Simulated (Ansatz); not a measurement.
## Ansatz run on La (P6_3/mmc, 4 atoms in the cell): self-consistent single point

Method of the run: PBEsol, default PAW files made with PBE (plane waves; Ansatz, a program for electronic structure).

The input file:

Ansatz 0.2 input:
```yaml
crystal:
  lattice:
    - [1.875575, -3.248591, 0.000000]
    - [1.875575, 3.248591, 0.000000]
    - [0.000000, 0.000000, 12.099200]
  atoms:
    - { symbol: La, position_ang: [0.000000, 0.000000, 6.049600] }
    - { symbol: La, position_ang: [0.000000, 0.000000, 0.000000] }
    - { symbol: La, position_ang: [1.875575, 1.082864, 3.024800] }
    - { symbol: La, position_ang: [1.875575, -1.082864, 9.074400] }
basis:
  ecutwfc: 420.0
kpoints:
  mp_grid: { grid: [10, 10, 3] }
hamiltonian:
  xc: pbesol
  pseudopotentials: { kind: paw }
scf:
  occupations: { method: fermi_dirac, width: 0.1 }
output:
  forces: true
  eigenvalues: true
  stress: true
```

Output (repeated stretches shortened):

```
WARN ansatz: RAYON_NUM_THREADS=1 ignored (pool sized by the plan → 1); use --threads N
Pseudopotentials: kind: paw
Pseudopotential: La, paw, valence charge 11
Crystal: 4 atoms, lattice volume = 147.440 Å³
Basis set: ecut = 420 eV, 2885 PW (Γ), exchange–correlation on 54×54×162 points (8 copies of the dense FFT grid, shifted against one another)
Bands: 27, of which v1, the nominal top of the filled ones, is band 22 counted from 1 (21 counted from 0)
Symmetry: 24 space group operations
Space group: P63/mmc (ITA 194), of the structure as read, at distance tolerance 5.3e-5 Å
k-points: 28 of 300
PAW frozen core: La, regenerated for the run's functional, and the local potential with it
Initial density: superposition of atomic densities (neutral atoms: chi_scale 0, normalization atom), corrected by the library's trained network
Initial wavefunctions: pseudopotential atomic-orbital guess
Eigensolver: davidson
Functional: x = pbesol(κ = 0.804, μ = 0.12345679012345678), c = pbesol(β = 0.046)
SCF iter   1: F=—  HF=-24645.142704 eV  |F-HF|=—  |Δ(HF+E_count)|=         —  Δρ=3.48e-3  dr2=1.72e-2  ethr=1.77e-3  ⟨swp⟩=6.8  Hψ=8460  notcnv=0
all-band conjugate gradients solve this SCF's bands
automatic band count: the SCF goes on with 32 bands, as 27 were too few: the levels above may hold too much charge
preconditioner: auto → Kerker (q_TF=auto, 2.230 Å⁻¹)
SCF iter   2: F=—  HF=-24645.139830 eV  |F-HF|=—  |Δ(HF+E_count)|=   2.87e-3  Δρ=2.18e-3  dr2=7.57e-3  ethr=3.91e-5  ⟨swp⟩=2.2  Hψ=1437  notcnv=0
SCF iter   3: F=—  HF=-24645.139483 eV  |F-HF|=—  |Δ(HF+E_count)|=   3.47e-4  Δρ=3.27e-4  dr2=1.46e-4  ethr=1.72e-5  ⟨swp⟩=2.2  Hψ=1193  notcnv=0
SCF iter   4: F=—  HF=-24645.139471 eV  |F-HF|=—  |Δ(HF+E_count)|=   1.13e-5  Δρ=1.28e-4  dr2=1.94e-5  ethr=3.31e-7  ⟨swp⟩=2.1  Hψ=1177  notcnv=0
SCF iter   5: F=—  HF=-24645.139488 eV  |F-HF|=—  |Δ(HF+E_count)|=   1.66e-5  Δρ=2.13e-5  dr2=5.29e-7  ethr=4.41e-8  ⟨swp⟩=2.6  Hψ=1489  notcnv=0
SCF iter   6: F=-24645.139488 eV  HF=-24645.139488 eV  |F-HF|=6.23e-8  |Δ(HF+E_count)|=   4.34e-8  Δρ=4.18e-6  dr2=7.69e-8  ethr=2.27e-10  ⟨swp⟩=14.0  Hψ=5191  notcnv=0
SCF 1 converged in 6 iterations: F = -24645.139488 eV  dr2 = 7.69e-8
SCF converged after 6 iterations
Free energy (F): -24645.139488 eV
Harris-Foulkes:  -24645.139488 eV  (|F-HF|=6.23e-8)
Internal energy: -24644.918678 eV  (E = F + TS)
E sigma→0 (E₀):  -24645.029083 eV
Entropy (-TS):   -0.220810 eV (-55.202 meV/atom)
Fermi energy:    10.995655 eV
--- Per-component energies (eV) ---
  E_band       = -181.242106
  E_kinetic    = 771.080092
  E_local      = -1332.713937  (includes V_loc(G=0)·N_el)
  E_nonlocal   = 385.482115
  E_hartree    = 420.030028
  E_xc         = -552.379182
  E_vxc        = -587.676007  (∫ρ·V_xc dr)
  E_paw        = -21312.952865  (= ΣΔE_a)
  E_vpaw       = -257.472049  (= ΣTr[D̂ρ^β])
  E_aug_tail   = -0.000001  (compensation charges beyond the density's cutoff)
  E_ewald      = -3024.142966
  E_core_change = 0.678038  (= ΣΔE_core)
  E_smearing   = -0.220810  (= −TS)
  E_closure    = -0.000000  (closes the sum)
  Σ components = -24645.139488   (vs F -24645.139488, Δ=0.00e0)
--- Forces (eV/Å), atoms counted from 1 ---
  atom   1  La    -0.00000000     0.00000000     0.00000000
   [... zero for the other atoms too ...]
  max |Σ_I F_I| component: 1.85e-17 eV/Å
--- Stress (GPa, compression-positive) ---
       -1.752438       0.000000      -0.000000
       -0.000000      -1.752438       0.000000
       -0.000000       0.000000      -1.964504
  P = ⅓ Tr σ = -1.8231 GPa (-18.231 kbar)
  The stress holds the Pulay correction. Without it, at fixed plane waves, as pw.x and ABINIT print it: P = -1.8255 GPa
--- Band table (eV; the first three rows and the last of 28) ---
  k-point 0: bands = ["-21.8333", "-21.7303", "-21.7273", "-21.6207", "-6.2018", "-5.5212", "-5.5160", "-4.9565", "-4.9565", "-4.8614", "-4.8614", "-4.8595", "-4.8595", "-4.7616", "-4.7616", "-4.7379", "7.7562", "9.0937", "9.0946", "9.2177", [...]
  k-point 1: bands = ["-21.8195", "-21.7815", "-21.6752", "-21.6354", "-6.1146", "-5.8700", "-5.1432", "-4.9438", "-4.9438", "-4.9088", "-4.9088", "-4.8499", "-4.8113", "-4.8113", "-4.7750", "-4.7750", "7.9716", "8.5228", "9.2567", "9.3006", [...]
  k-point 2: bands = ["-21.8168", "-21.7181", "-21.7151", "-21.6131", "-6.1590", "-5.5360", "-5.5315", "-5.0650", "-4.9913", "-4.9412", "-4.9382", "-4.8860", "-4.8841", "-4.8718", "-4.7755", "-4.7557", "8.0235", "9.3358", "9.3385", "9.4686", [...]
  k-point 27: bands = ["-21.5968", "-21.5919", "-21.5779", "-21.5730", "-5.9066", "-5.8743", "-5.8672", "-5.7603", "-5.6320", "-5.6037", "-5.4895", "-5.4353", "-5.2310", "-5.1222", "-5.0751", "-5.0308", "9.9139", "9.9343", "10.3828", "10.6831", [...]
```

The run converged in 6 iterations.

The starting cell has typed, rounded lattice constants, without a prior relaxation at this level. Its lattice was rescaled by up to half a per cent. Ansatz's pressure includes its estimate of the finite-basis (Pulay) stress.
